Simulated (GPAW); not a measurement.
Input and output of a self-consistent single point for SrBi3 (Pm-3m, 4 atoms in the cell) (GPAW).

Method: PBEsol, GPAW PAW datasets PBEsol (made by gpaw-setup) (plane waves; GPAW).

The change in words: lattice scaled by 0.98. Reference geometry:
```xyz
4
Lattice="5.0497 0.0000 0.0000 0.0000 5.0497 0.0000 0.0000 0.0000 5.0497" Properties=species:S:1:pos:R:3 pbc="T T T"
Sr     0.0000     0.0000     0.0000
Bi     2.5248     2.5248     0.0000
Bi     0.0000     2.5248     2.5248
Bi     2.5248     0.0000     2.5248
```

Reference input (self-consistent single point, DFT PBEsol, plane waves, GPAW PAW datasets PBEsol (made by gpaw-setup)): mode = pw; ecut = 600 eV; xc = PBEsol; kpts = 5 5 5; mesh shift (steps) = 0 0 0; occupations.name = methfessel-paxton; occupations.width = 0.1 eV; occupations.order = 0; nbands = -10; convergence.forces = 0.001 eV/Å; symmetry.symmorphic = false; symmetry.tolerance = 0.0005. This run's input differs from it in these lines:

```diff
@@ -5,5 +5,5 @@
 atoms = Atoms(['Sr', 'Bi', 'Bi', 'Bi'],
-              cell=[[5.049694, 0.000000, 0.000000],
-                    [0.000000, 5.049694, 0.000000],
-                    [0.000000, 0.000000, 5.049694]],
+              cell=[[4.948700, 0.000000, 0.000000],
+                    [0.000000, 4.948700, 0.000000],
+                    [0.000000, 0.000000, 4.948700]],
               scaled_positions=[[0.000000, 0.000000, 0.000000],
```

Output, abridged:

```
     iter     time        total  log10-change:
                         energy   eigst   dens  force
iter:   1 --:--:--   -19.074649
iter:   2 --:--:--   -19.165706   -1.53  -1.71
iter:   3 --:--:--   -19.132511   -2.80  -1.73
iter:   4 --:--:--   -19.145258   -2.84  -1.88
iter:   5 --:--:--   -19.142807c  -3.61  -2.24
iter:   6 --:--:--   -19.135512c  -3.47  -2.41
iter:   7 --:--:--   -19.134675c  -4.51  -2.78
iter:   8 --:--:--   -19.134818c  -4.47  -2.93
iter:   9 --:--:--   -19.134346c  -5.15  -3.13
iter:  10 --:--:--   -19.134393c  -5.83  -3.18
iter:  11 --:--:--   -19.134470c  -5.42  -3.26
iter:  12 --:--:--   -19.134468c  -6.87  -4.40c
iter:  13 --:--:--   -19.134468c  -7.72c -4.40c
iter:  14 --:--:--   -19.134469c  -6.88  -4.42c
iter:  15 --:--:--   -19.134473c  -7.27  -4.44c
iter:  16 --:--:--   -19.134471c  -7.93c -4.48c -23.21c
Converged after 16 iterations.

Dipole moment: (-0.000000, -0.000000, -0.000000) |e|*Ang

Energy contributions relative to reference atoms: (reference = -1840526.274328)

Kinetic:        +51.478446
Potential:      -43.851931
External:        +0.000000
XC:             -22.116917
Entropy (-ST):   -0.012711
Local:           -4.637714
SIC:             +0.000000
--------------------------
Free energy:    -19.140827
Extrapolated:   -19.134471

Showing only first 2 kpts
 Kpt  Band  Eigenvalues  Occupancy
  0    25      8.05715    0.00000
  0    26      8.05715    0.00000
  0    27      8.05715    0.00000
  0    28      9.11791    0.00000

  1    25      6.87572    2.00000
  1    26      7.41711    1.95921
  1    27      7.41711    1.95921
  1    28      9.06065    0.00000

Fermi level: 7.56176

No gap
No difference between direct/indirect transitions
Energy (eV): -19.134471

Forces in eV/Ang:
  0 Sr    0.00000    0.00000    0.00000
  1 Bi    0.00000    0.00000    0.00000
  2 Bi    0.00000    0.00000    0.00000
  3 Bi    0.00000    0.00000    0.00000

Stress tensor:
    -0.006893    -0.000000     0.000000
    -0.000000    -0.006893     0.000000
     0.000000     0.000000    -0.006893
Stress (GPa, Voigt): [-1.1044 -1.1044 -1.1044  0.      0.     -0.    ]
```

The run converged in 16 iterations. GPAW prints stress with tension positive. Against the reference run the free energy goes down by 4.4 meV/atom and the pressure goes from -1.74 to 1.10 GPa.

The starting cell comes from a database of computed structures (which also holds hypothetical and non-ambient phases and stackings), without a prior relaxation at this level. Its lattice was rescaled by a random factor within 2.5 % of one. For this run, on top of that: lattice scaled by 0.98.

Cost on one core of a shared machine: roughly 40 s.
